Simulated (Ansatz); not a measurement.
System: HfSiO4 (I4₁/amd, No. 141, 12 atoms in the cell; start COD 9000852). Method: r²SCAN (Ansatz, a program for electronic structure, plane waves, PAW).

Settings: plane-wave cutoff 560 eV, 8×8×8 k mesh, Fermi–Dirac smearing 0.01 eV, scalar-relativistic PAW data made under PBE.

Cell (relaxed at this level):

```
CELL_PARAMETERS angstrom
     -3.29085     3.29085     2.98571
      3.29085    -3.29085     2.98571
      3.29085     3.29085    -2.98571
ATOMIC_POSITIONS crystal
  Hf 0.00000 0.00000 0.00000
  Hf 0.75000 0.25000 0.50000
  Si 0.50000 0.50000 0.00000
  Si 0.25000 0.75000 0.50000
  O  0.68012 0.49549 0.81537
  O  0.24549 0.93012 0.31537
  O  0.68012 0.86474 0.18463
  O  0.61474 0.93012 0.68463
  O  0.06988 0.38526 0.31537
  O  0.50451 0.31988 0.18463
  O  0.06988 0.75451 0.68463
  O  0.13526 0.31988 0.81537
```

Task: What does this level give for the band gap and bulk modulus B0?

Result: 
- band gap = 6.01 eV (on the SCF k mesh)
- bulk modulus B0 = 235 GPa

Note: the relaxation could not lower the start's symmetry, so the cell can be a saddle point above a distorted one; the bulk modulus is −V dP/dV from two relaxed cells at ±2 % in volume.

Spin–orbit coupling is not included.

Computed values are for the static lattice.

The result took roughly 6 core-minutes.
